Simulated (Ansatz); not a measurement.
Base system: Ir in the fcc (Cu type) structure (space group Fm-3m, No. 225; a = 3.8311 Å; relaxed with 0.1 eV smearing). Axes: x, y, z lie along the cube axes.

The values are results of PBEsol, PAW, 420 eV (Ansatz, an electronic-structure program; no SOC), not measurements.

For the base:

```
Property                        Result
-----------------------------  -------
Pressure                       0.0 GPa
Shortest interatomic distance  2.709 Å
```

It is then changed as follows: a pure shear with ε_xy = ε_yx = 0.0114, atoms relaxed at fixed cell.

### Question
What does the calculation give for the pressure, shortest interatomic distance and energy relative to the base after the change?

### Answer
The pressure (mean of the normal stresses, compression positive) goes from zero to 0.3 GPa; the shortest interatomic distance falls by 0.031 Å (2.709 Å → 2.678 Å); the energy goes up by 6.5 meV/atom.

The cells carry an imposed strain or load. No phonon test of stability was made. All final runs are without spin polarisation.
